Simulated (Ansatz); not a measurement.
Partial pair distribution functions of a relaxed model of amorphous indium oxide (In$_{24}$O$_{35}$), broadened by 0.06 Å; density 6.23 g/cm³. Level of theory: PBE, scalar-relativistic without spin-orbit coupling (plane waves to 420 eV, PAW; Ansatz, an electronic-structure program). The usual formal charges leave 2 electrons over, so the level spacing at the Fermi energy parts defect or band states and needn't be the band gap.

A CHGNet melt-quench gave the starting glass, which DFT then relaxed. O atoms were pushed apart under 1.9 Å during the dynamics, to hinder bonds among them. The hot cell started wider than the set density and was brought back towards it in steps. It is the lowest in DFT energy of 2 quenches. It is a model cell: composition and starting density were chosen by hand, and all elements were melted together. No dispersion term was used. Its density started from a set value of 6.23 and ended at 6.23 g/cm³. Cooling (nominally 180 K/ps over its main leg) ran many orders faster than in experiment, which tends to leave more defects and strain. One small periodic cell is one sample of the glass; other quenches scatter about these values. The volume was held where the preparation left it and the shape relaxed, at a PBE pressure of -1.7 GPa (tension). Stress components on the final sampling reach 1.8 GPa.

```tsv
r (Å)	g In-O	g In-In	g O-O
1.85	0.00	0.00	0.00
1.95	0.29	0.00	0.00
2.05	3.64	0.00	0.00
2.15	7.96	0.00	0.00
2.25	5.95	0.00	0.00
2.35	2.55	0.00	0.00
2.45	0.86	0.00	0.00
2.55	0.36	0.00	0.00
2.65	0.08	0.00	0.18
2.75	0.06	0.00	1.01
2.85	0.04	0.00	1.85
2.95	0.02	0.10	2.60
3.05	0.14	0.40	2.88
3.15	0.25	1.15	2.69
3.25	0.27	2.35	2.16
3.35	0.41	2.51	1.46
3.45	0.38	2.12	1.54
3.55	0.50	1.75	2.02
3.65	0.59	2.80	1.20
3.75	0.73	2.98	0.63
3.85	0.77	2.07	0.76
3.95	1.16	2.00	0.58
4.05	1.00	1.77	0.67
4.15	1.16	1.18	0.74
4.25	1.49	0.86	0.69
4.35	1.55	0.39	0.60
4.45	1.29	0.26	0.74
4.55	1.08	0.30	0.62
4.65	1.11	0.50	0.60
```

Within 2.70 Å each In has 5.25 O neighbours on average.
